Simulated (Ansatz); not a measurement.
Ansatz (a program for electronic structure) run on LaCu3Ni2 (P1, 6 atoms in the cell): self-consistent single point.

Method: LDA (PW92), PAW files made with PBE (plane waves; Ansatz).

The change in words: atoms moved at random. Reference geometry:
```
LaCu3Ni2
1.0
    4.99216     0.00000     0.00000
   -2.49608     4.32334     0.00000
    0.00000     0.00000     4.03293
La Cu Ni
1 3 2
Direct
  0.00000   0.00000   0.00000
  0.50000   0.00000   0.50000
  0.50000   0.50000   0.50000
  0.00000   0.50000   0.50000
  0.33333   0.66667   0.00000
  0.66667   0.33333   0.00000
```

Reference input (self-consistent single point, DFT, LDA (PW92), plane waves, PAW files made with PBE): kpoints.mp_grid.grid = 7 7 8; hamiltonian.xc = lda; hamiltonian.pseudopotentials = {kind: paw} (an earlier, softer set of the program's PAW files); scf.occupations.method = fermi_dirac; scf.occupations.width = 0.1 eV. This run's input differs from it in these lines:

Ansatz 0.2 input:
```diff
@@ -7,8 +7,8 @@
   atoms:
-    - { symbol: La, position_ang: [0.000000, 0.000000, 0.000000] }
-    - { symbol: Cu, position_ang: [2.496081, 0.000000, 2.016465] }
-    - { symbol: Cu, position_ang: [1.248040, 2.161670, 2.016465] }
-    - { symbol: Cu, position_ang: [-1.248041, 2.161670, 2.016465] }
-    - { symbol: Ni, position_ang: [-0.000003, 2.882228, 0.000000] }
-    - { symbol: Ni, position_ang: [2.496084, 1.441112, 0.000000] }
+    - { symbol: La, position_ang: [0.029723, -0.004124, 0.016559] }
+    - { symbol: Cu, position_ang: [2.434673, -0.031690, 1.956370] }
+    - { symbol: Cu, position_ang: [1.297530, 2.179590, 2.043888] }
+    - { symbol: Cu, position_ang: [-1.290020, 2.243952, 1.972441] }
+    - { symbol: Ni, position_ang: [0.031460, 2.927014, 0.099037] }
+    - { symbol: Ni, position_ang: [2.488795, 1.331939, -0.038906] }
 kpoints:
```

Output (repeated stretches shortened):

```
SCF iter   1: F=—  HF=-37322.094149 eV  |F-HF|=—  |Δ(HF+E_count)|=         —  Δρ=1.31e0  dr2=1.65e3  ethr=3.10e-3  ⟨swp⟩=3.7  Hψ=45470  notcnv=0
all-band conjugate gradients solve this SCF's bands
preconditioner: auto → Kerker (q_TF=auto, 2.810 Å⁻¹)
SCF iter   2: F=—  HF=-37296.470529 eV  |F-HF|=—  |Δ(HF+E_count)|=    2.56e1  Δρ=3.24e-1  dr2=1.17e2  ethr=3.10e-3  ⟨swp⟩=4.0  Hψ=32310  notcnv=0
   [... lines left out ...]
SCF iter  15: F=—  HF=-37291.415497 eV  |F-HF|=—  |Δ(HF+E_count)|=   2.93e-5  Δρ=6.50e-5  dr2=5.30e-6  ethr=1.42e-7  ⟨swp⟩=2.3  Hψ=19665  notcnv=0  defer=1097
SCF iter  16: F=—  HF=-37291.415520 eV  |F-HF|=—  |Δ(HF+E_count)|=   2.31e-5  Δρ=2.97e-5  dr2=9.12e-7  ethr=5.10e-9  ⟨swp⟩=2.0  Hψ=18963  notcnv=0  defer=1097
SCF iter  17: F=—  HF=-37291.415520 eV  |F-HF|=—  |Δ(HF+E_count)|=   1.58e-7  Δρ=3.53e-5  dr2=7.27e-7  ethr=8.77e-10  ⟨swp⟩=2.0  Hψ=23316  notcnv=0  defer=1097
SCF iter  18: F=-37291.415520 eV  HF=-37291.415520 eV  |F-HF|=5.88e-8  |Δ(HF+E_count)|=   1.36e-7  Δρ=8.05e-6  dr2=5.93e-8  ethr=9.62e-11  ⟨swp⟩=10.3  Hψ=76456  notcnv=0
SCF 1 converged in 18 iterations: F = -37291.415520 eV  dr2 = 5.93e-8
Free energy (F): -37291.415520 eV
Internal energy: -37291.338471 eV  (E = F + TS)
E sigma→0 (E₀):  -37291.376996 eV
Entropy (-TS):   -0.077049 eV (-12.841 meV/atom)
Fermi energy:    15.525147 eV
--- Forces (eV/Å), atoms counted from 1 ---
  atom   1  La    -0.27138097     0.12957684    -0.16046478
  atom   2  Cu     0.40231585     0.45508520     0.79936134
  atom   3  Cu    -0.39116440    -0.03955057    -0.01498922
  atom   4  Cu     0.14021320    -0.64020589     0.43280286
  atom   5  Ni     0.04409264    -0.25646856    -1.16173528
  atom   6  Ni     0.07594833     0.35154274     0.10500950
--- Stress (GPa, compression-positive) ---
       -4.801581       0.297449      -0.028293
        0.297449      -4.802688       0.371985
       -0.028292       0.371985      -4.562353
  P = ⅓ Tr σ = -4.7222 GPa (-47.222 kbar)
  The stress holds the Pulay correction. Without it, at fixed plane waves, as pw.x and ABINIT print it: P = -4.7822 GPa
```

The run converged in 18 iterations. Against the reference run the free energy rises by 29.3 meV/atom, the pressure goes from -6.01 to -4.72 GPa and the largest force goes from 0.000 to 1.191 eV/Å.

The starting cell comes from a database of computed structures (which also holds hypothetical and non-ambient phases and stackings), without a prior relaxation at this level. Its lattice was rescaled by a random factor within 2.5 % of one. For this run, on top of that: atoms moved at random. Spin polarisation is off. With a pressure of about -5 GPa the cell is away from its equilibrium volume at this level. Forces in this geometry exceed 1 eV/Å. Ansatz's pressure includes its estimate of the finite-basis (Pulay) stress.

Cost on one core of a shared machine: roughly 3 min.
